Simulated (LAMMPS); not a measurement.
An MD run on a symmetric tilt boundary about [1-10] in HgSe (zinc blende), boundary plane (332).

Model: classical MD, pair style sw, file CdTeZnSeHgS0.sw, run in LAMMPS.

Σ11, energy 0.41 J/m² at 0 K; heated in steps, 60 ps sampled at each, free outer surfaces; steps at which the grains lost their order are left out.

```tsv
T (K)	disordered width (Å)	disordered share in the grains
525	1.9	0.00
735	2.9	0.00
840	4.0	0.01
945	(withheld)	0.03
1018	(withheld)	0.07
```

Task: Complete the blanks.

Result: 
- 1018, disordered width (Å): 5.3
- 945, disordered width (Å): 4.7
